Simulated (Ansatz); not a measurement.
We consider LiF (P6₃mc, No. 186, 4 atoms in the cell; start mp-1185301; a measured phase of this formula has another space group), described by dielectric-dependent PBEsol hybrid (Ansatz, a first-principles code, plane waves, PAW).

Numerical settings: plane-wave cutoff 460 eV, 9×9×6 k mesh (along the axes of the cell as run), Fermi–Dirac smearing 0.01 eV, scalar-relativistic PAW data made under PBE.

The cell is the one relaxed with PBEsol. Conventional cell: a = 3.0962 Å, b = 3.0962 Å, c = 4.8121 Å, α = 90.00°, β = 90.00°, γ = 120.00°.

```
CELL_PARAMETERS angstrom
      3.09623     0.00000     0.00000
     -1.54812     2.68141     0.00000
      0.00000     0.00000     4.81213
ATOMIC_POSITIONS crystal
  Li 0.33333 0.66667 0.38232
  Li 0.66667 0.33333 0.88232
  F  0.33333 0.66667 0.99267
  F  0.66667 0.33333 0.49267
```

Question: List the 10 lowest band energies at Γ above −25 eV (eV, relative to the valence band maximum), grouping those that round alike.

Answer: At Γ: -22.66, -22.40, -2.34, -0.56 (×2), -0.20 (×2), 0.00, 13.92, 18.58.

Note: the run warned that its exchange threshold was loose for the stress; cell and atoms aren't relaxed at this level (pressure -3.3 GPa).

A start named mp-… is a Materials Project structure, which need not be a measured phase.
